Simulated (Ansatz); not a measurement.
Element substitutions in GaSb

The parent structure is GaSb in the zinc blende structure (space group F-43m, No. 216; a = 6.1120 Å).

Each row replaces one element on all its sites; cell and atoms are relaxed.

Calculations: PBEsol (Ansatz, a quantum-chemistry and plane-wave program), no SOC, earlier PAW set.

Candidates:
(a) Sb → Al
(b) Sb → Sn
(c) Sb → N
(d) Ga → V

For the base:

```
Quantity                        Result
-----------------------------  -------
Shortest interatomic distance  2.647 Å
```

Q: Order them by shortest interatomic distance, highest first.

A: (b) Sb → Sn (2.654 Å), (d) Ga → V (2.632 Å), (a) Sb → Al (2.527 Å), (c) Sb → N (1.948 Å)

Other magnetic orders, which the real material may have, were not ruled out. Stability against distortions was not tested. As relaxed here, AlGa, GaSn and VSb are hypothetical phases, not in the database extracts checked. Spin-polarised in the final run: VSb; the other runs are not. This is not the structure that GaN has at room temperature and ambient pressure.
